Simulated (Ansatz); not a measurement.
# Element substitutions in TiAl

Base system: TiAl (space group P4/mmm, No. 123).

```
CELL_PARAMETERS angstrom
      2.79703     0.00000     0.00000
      0.00000     2.79703     0.00000
      0.00000     0.00000     4.03197
ATOMIC_POSITIONS crystal
  Al 0.50000 0.50000 0.50000
  Ti 0.00000 0.00000 0.00000
```

Each row replaces one element on all its sites; cell and atoms are relaxed.

Levels (all Ansatz, a first-principles code, PAW, earlier PAW set): PBEsol (420 eV, spin-orbit coupling left out); r2SCAN (500 eV, spin-orbit coupling left out).

Pressures by level, all at the geometries relaxed with PBEsol:

```tsv
case	PBEsol	r2SCAN
base	0.0 GPa	2.3 GPa
Al → Y	0.0 GPa	3.6 GPa
Al → Eu	0.0 GPa	4.2 GPa
```

Other magnetic orders, which the real material may have, were not ruled out. The state of the 4f shell was not checked for lower solutions. Single points use the geometry relaxed with PBEsol. Their cutoffs differ, which shifts pressures a little. No phonon test of stability was made. As relaxed here, YTi and EuTi are hypothetical phases, not in the database extracts checked. Spin-polarised in the final run: PBEsol EuTi and r2SCAN EuTi; the other runs are not. An odd electron count without spin: YTi and TiAl.
